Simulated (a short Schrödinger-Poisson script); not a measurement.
System: symmetric double-gate stack, Si3N4 on p-type In0.53Ga0.47As, at 300 K.

```csv
layer,material,thickness (nm),Na (cm⁻³)
1,Si3N4,2,-
2,In0.53Ga0.47As,14,1e15
3,Si3N4,2,-
```

Constants are typed, rounded textbook-type inputs, not results; the design itself was drawn at random and stands for no fabricated device. Si3N4: permittivity 7.5, conduction-band edge (eV) 2.41, gap (eV) 5.1, electron mass (mₑ) 0.5. In0.53Ga0.47As: permittivity 13.9, conduction-band edge (eV) 0, gap (eV) 0.74, Nv at 300 K (cm⁻³) 7.7e18.

Channel valleys (confinement mass, in-plane density-of-states mass, number): Γ 0.041, 0.041, 1. At the gates, both at one voltage, the conduction-band edge of layer 1 lies 2.64 eV − eVg above the Fermi level of the channel. Gaps are held at their typed values at every temperature. Mesh 0.03 nm at interfaces.

From a short Schrödinger-Poisson script (our own, NumPy): 1D Poisson equation in equilibrium, electrons quantum, Hartree (BenDaniel-Duke, 12 states a valley, the channel's in-plane mass for all, wave functions free to enter the dielectric), parabolic valleys, classical holes, full ionisation, no traps, pinning or gate leakage.

The same stack at other levels of the model or other numerical settings:

```
run                                                                  sheet density of all electrons at Vg = 0.95 V (cm⁻²)  sheet density of all electrons at Vg = 0.35 V (cm⁻²)  capacitance of both gates at Vg = 0.95 V (μF/cm²)  gate voltage at 1e11 electrons/cm² (V)  rough cost against the base
-------------------------------------------------------------------  ----------------------------------------------------  ----------------------------------------------------  -------------------------------------------------  --------------------------------------  ---------------------------
base                                                                                                              1.02e13                                               9.86e11                                               2.88                                    0.23                      about 1
electrons treated as classical, Boltzmann                                                                         2.19e13                                               1.99e12                                                  …                                    0.21                         0.05
electrons treated as classical, Fermi-Dirac                                                                       1.03e13                                               1.22e12                                                  …                                    0.21                          0.1
electrons treated as quantum, Hartree plus LDA exchange-correlation                                               1.06e13                                               1.09e12                                               2.93                                    0.22                            2
mesh six times as coarse                                                                                          1.01e13                                               9.70e11                                               2.87                                    0.23                          0.3
one subband a valley                                                                                                    …                                               9.19e11                                               1.64                                    0.23                          0.4
```

Question: What belongs in the gaps?

Answer: 
- one subband a valley, sheet density of all electrons at Vg = 0.95 V (cm⁻²): 6.86e12
- electrons treated as classical, Fermi-Dirac, capacitance of both gates at Vg = 0.95 V (μF/cm²): 2.73
- electrons treated as classical, Boltzmann, capacitance of both gates at Vg = 0.95 V (μF/cm²): 6.03

The classical rows ignore confinement, and Boltzmann statistics overrate the density once the band edge passes the Fermi level.

Above a few 1e12 electrons/cm² a light Γ valley is non-parabolic and upper valleys begin to fill, which the model leaves out.
